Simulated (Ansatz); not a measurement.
BeS (F-43m), HSE06, rigid bands in Ansatz (an electronic-structure program): N_c = 1.84e19 cm⁻³ at 300 K and an electron conductivity mass of 0.359 mₑ.

**Question.** For 1e16 electrons per cm³ at 300 K, place the Fermi level, estimate the Seebeck coefficient of a parabolic band with constant τ, and give mobility and conductivity for τ = 50 fs.

**Answer.** The level lies k_BT ln(N_c/n) = 0.194 eV below the conduction-band minimum. S ≈ −(k_B/e)[ln(N_c/n) + 5/2] = -863 μV/K, against -863 μV/K from the full bands (mean over directions). μ = eτ/m = 245 cm²/(V·s) and σ = neμ = 0.392 S/cm. τ is assumed, not computed.

Band transport and this doping are assumed; polarons and phonon drag are left out. Spin-orbit coupling is left out. Geometry: cell and atoms relaxed with PBEsol.
